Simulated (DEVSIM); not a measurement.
System: Schottky contact on p-type Si, at 400 K.

Layer 1 from the left is Si, thickness (μm) 5.90, Na (cm⁻³) 4.3e16, τn (s) 5.5e-6, τp (s) 5.5e-6.

Left contact: Schottky, work function 4.664 eV, emission velocity 3.7e6 cm/s. Right contact: ohmic. Voltage is applied to the left contact. Recombination: SRH at mid-gap. Mobility is constant in doping.

The device is made up for the run: typed textbook-type constants, with dimensions and the other settings drawn at random. Values at 300 K; Nc and Nv go as T^1.5, mobilities as T to minus their exponent, the gap by Varshni's rule with the affinity fixed.

Si: gap (eV) 1.124, affinity (eV) 4.05, permittivity 11.7, Nc (cm⁻³) 2.86e19, Nv (cm⁻³) 3.1e19, μn (cm²/Vs) 1417, μp (cm²/Vs) 470, T exponent of μn 2.3, T exponent of μp 2.2, Varshni α (eV/K) 0.000473, Varshni β (K) 636.

### Question
Estimate by hand the built-in potential, the peak field at zero bias, the capacitance at 0.6 V, and compare with a numerical solution.

### Answer

- Built-in potential: barrier φB = 0.482 eV; Vbi = φB − kT/q ln(N_band/N) = 0.241 V; numerical 0.241 V.
- Peak field at zero bias: depletion approximation: W = √(2εVbi/(qN)) = 0.0851 μm with N = 4.30e16 cm⁻³; field = 2Vbi/W = 56600 V/cm; numerical 52100 V/cm (estimate above by 8.7 %).
- Capacitance at 0.6 V: C = √(qεN / 2(Vbi + |V|)) = 65.1 nF/cm²; numerical 66.8 nF/cm² (estimate below by 2.5 %).

Model (solved in DEVSIM): 1D drift-diffusion, Boltzmann statistics, complete ionisation; no tunnelling, impact ionisation, image-force lowering or self-heating. Metal contacts follow the ideal Schottky-Mott rule: no Fermi-level pinning, no interface dipoles.
